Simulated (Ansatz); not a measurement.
## hcp Ti (0 0 1) on diamond (1 1 0) (film strained to the substrate, faces as cut)

A periodic stack without vacuum, hcp Ti (0 0 1) on diamond (1 1 0) (film strained to the substrate, faces as cut): substrate slab C96, film Ti20, surface cells [[0, -2], [2, -1]] and [[1, -1], [3, 2]], film strained by -2.8 and -0.8 %, faces C/C and Ti/Ti as cut (like faces can put a slab off its formula).

The start was prepared with a machine-learned potential, and the result is one local minimum, with the in-plane cell held and forces under 0.04 eV/Å; the film can end far from its bulk form.

Method: PBE (plane waves to 420 eV, PAW; Ansatz, a first-principles code). No spin–orbit coupling; the runs are not spin-polarised; PBE gaps are too small against experiment. Its k-point mesh 6×4×1, Fermi–Dirac width 0.05 eV.

interface area: 36.1 Å²
period: 24.55 Å
gaps between the outermost planes at the two interfaces: 1.62 and 1.62 Å
C–Ti contacts across the interfaces within 1.22 times the sum of covalent radii: 32, mean 2.32 Å
hole barrier (PBE): 0.34 eV
electron barrier (PBE): 3.79 eV

```
CELL_PARAMETERS angstrom
      5.05080    -0.00006    -0.03643
      2.52532     7.14303    -0.04152
      2.97904     2.59818    24.51678
ATOMIC_POSITIONS crystal
  C  0.17616 0.21806 0.08902
  C  0.67731 0.21792 0.08661
  C  0.42872 0.71624 0.08556
  C  0.92723 0.71890 0.08619
  C  0.86744 0.34000 0.08727
  C  0.36459 0.34013 0.08733
  C  0.11757 0.84041 0.08548
  C  0.61590 0.84012 0.08561
  C  0.07299 0.99205 0.03525
  C  0.56509 0.99101 0.03544
  C  0.31874 0.48396 0.03694
  C  0.82652 0.48410 0.03687
  C  0.75716 0.11247 0.03521
  C  0.25799 0.10638 0.04188
  C  0.00961 0.60625 0.03826
  C  0.51515 0.59975 0.03433
  C  0.63924 0.17991 0.18971
  C  0.13896 0.17972 0.19045
  C  0.88906 0.68014 0.18990
  C  0.38908 0.68034 0.18963
  C  0.32660 0.30503 0.19001
  C  0.82647 0.30504 0.18999
  C  0.57687 0.80478 0.18973
  C  0.07677 0.80482 0.18968
  C  0.53351 0.94757 0.13814
  C  0.03452 0.94767 0.13808
  C  0.78307 0.44888 0.13850
  C  0.28325 0.44888 0.13855
  C  0.22085 0.07247 0.13950
  C  0.72175 0.07219 0.13798
  C  0.47118 0.57331 0.13796
  C  0.97063 0.57401 0.13854
  C  0.10020 0.14367 0.29295
  C  0.60019 0.14374 0.29276
  C  0.35021 0.64381 0.29274
  C  0.85023 0.64368 0.29281
  C  0.78765 0.26870 0.29285
  C  0.28773 0.26872 0.29289
  C  0.03773 0.76873 0.29268
  C  0.53781 0.76865 0.29278
  C  0.99472 0.91191 0.24124
  C  0.49466 0.91188 0.24130
  C  0.24476 0.41188 0.24142
  C  0.74450 0.41186 0.24139
  C  0.68224 0.03681 0.24123
  C  0.18205 0.03682 0.24162
  C  0.93219 0.53676 0.24138
  C  0.43222 0.53688 0.24125
  C  0.56118 0.10750 0.39566
  C  0.06144 0.10748 0.39572
  C  0.81130 0.60744 0.39577
  C  0.31125 0.60749 0.39576
  C  0.24878 0.23243 0.39585
  C  0.74882 0.23240 0.39571
  C  0.49884 0.73231 0.39581
  C  0.99890 0.73261 0.39541
  C  0.45577 0.87556 0.34428
  C  0.95584 0.87563 0.34408
  C  0.70572 0.37557 0.34428
  C  0.20573 0.37565 0.34436
  C  0.14331 0.00059 0.34429
  C  0.64325 0.00058 0.34418
  C  0.39332 0.50057 0.34428
  C  0.89322 0.50052 0.34431
  C  0.02211 0.07201 0.49857
  C  0.52193 0.07203 0.49850
  C  0.27205 0.57053 0.49897
  C  0.77307 0.57044 0.49892
  C  0.70941 0.19719 0.49850
  C  0.20975 0.19607 0.49912
  C  0.96045 0.69626 0.49752
  C  0.46029 0.69495 0.49907
  C  0.91712 0.83945 0.44658
  C  0.41686 0.83912 0.44734
  C  0.16662 0.33952 0.44745
  C  0.66676 0.33948 0.44716
  C  0.60429 0.96444 0.44704
  C  0.10441 0.96445 0.44709
  C  0.85434 0.46401 0.44735
  C  0.35447 0.46402 0.44736
  C  0.48748 0.03546 0.60005
  C  0.97931 0.03547 0.60022
  C  0.73405 0.54149 0.60171
  C  0.22553 0.54242 0.60190
  C  0.17598 0.14959 0.60273
  C  0.67382 0.15844 0.59866
  C  0.42055 0.66296 0.60185
  C  0.92367 0.66135 0.59510
  C  0.37711 0.80447 0.55045
  C  0.87740 0.80620 0.54796
  C  0.62643 0.30518 0.55083
  C  0.12769 0.30217 0.55153
  C  0.06481 0.92694 0.54978
  C  0.56746 0.92706 0.54970
  C  0.31483 0.42618 0.55158
  C  0.81647 0.42604 0.55147
  Ti 0.04105 0.31815 0.67465
  Ti 0.45527 0.49445 0.67806
  Ti 0.85492 0.69659 0.67328
  Ti 0.25272 0.90631 0.66863
  Ti 0.65251 0.07986 0.67966
  Ti 0.32981 0.26802 0.77040
  Ti 0.74048 0.46286 0.77189
  Ti 0.12688 0.67506 0.76732
  Ti 0.52795 0.85591 0.76945
  Ti 0.95507 0.07123 0.76711
  Ti 0.98100 0.23309 0.87068
  Ti 0.39424 0.42410 0.86710
  Ti 0.76928 0.63031 0.86896
  Ti 0.18635 0.82929 0.86773
  Ti 0.58532 0.02889 0.86438
  Ti 0.27037 0.19214 0.96332
  Ti 0.65934 0.40224 0.96845
  Ti 0.08316 0.57977 0.95737
  Ti 0.46095 0.81575 0.96201
  Ti 0.86764 0.99343 0.95962
```
